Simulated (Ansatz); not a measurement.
One pseudomorphic plane of X on hcp Mg (0001), continuing the host's stacking (six planes of the host, 1x1 cell of 8.86 Å², clean work function 3.68 eV). ΔE counts an X atom from its bulk element. E_seg is the energy of the plane on top less that of the same plane lying second, under one plane of the host, at equal numbers of atoms (made equal with bulk Mg); a negative value keeps X outside. χ is Pauling's electronegativity. These are constructed structures, held to the host's lattice; rows with a moment ran spin-polarised from parallel moments in the plane, the only order that a 1x1 cell holds, and a change of moment is part of their E_seg. Rows without one ran without spin, though stretched planes of other d metals may be magnetic.

All values below come from PBE (plane waves to 420 eV, PAW; Ansatz, a program for electronic structure).

```tsv
X	χ	ΔE (eV)	Δφ (eV)	E_seg (eV)	moment of the cell, X on top / second (μB)
Hf	1.30	0.96	0.46	0.50	–
Ti	1.54	1.25	?	0.57	–
Mn	1.55	1.30	0.11	0.38	4.2 / 3.7
V	1.63	1.92	0.31	0.48	3.2 / 2.6
Zn	1.65	0.24	0.47	0.20	–
Cr	1.66	1.80	0.15	0.35	4.4 / 4.0
Fe	1.83	1.81	0.46	0.67	3.0 / 2.6
Cu	1.90	0.71	0.51	0.48	–
Si	1.90	0.81	1.16	0.29	–
Ag	1.93	0.03	0.53	0.23	–
Ge	2.01	0.15	0.88	0.13	–
Pt	2.28	-0.10	1.25	0.94	–
Rh	2.28	0.75	1.10	1.19	–
W	2.36	3.01	1.53	1.04	–
```

### Question
Fit a straight line of Δφ against χ to the other rows and predict the withheld value for Ti.

### Answer
Least squares gives Δφ = -1.55 + (1.20) × χ, with a root-mean-square miss of 0.24 eV. For Ti, χ = 1.54 gives 0.30 eV; the run gave 0.34 eV, 0.04 eV away, 0.2 times that miss. Of the pairs tried (Δφ and E_seg against χ, E_seg against ΔE) this one correlates best on the rows given.

Work function. Over these 14 rows Δφ correlates with χ at r = 0.84. It runs from 0.11 eV (Mn) to 1.53 eV (W), that is from 3.79 to 5.21 eV in all.

Place. E_seg is below −0.05 eV, so that the full plane is lower on top, for none; above 0.05 eV, so that it is lower under one plane of the host, for Hf, Ti, Mn, V, Zn, Cr, Fe, Cu, Si, Ag, Ge, Pt, Rh, W.

ΔE is negative for Pt: there the strained plane on this host is lower than the bare face and X's own bulk. Alloying within the plane, relief of strain and larger cells were not tried.

Left out: 1 run of this family that did not converge or found no flat vacuum level.
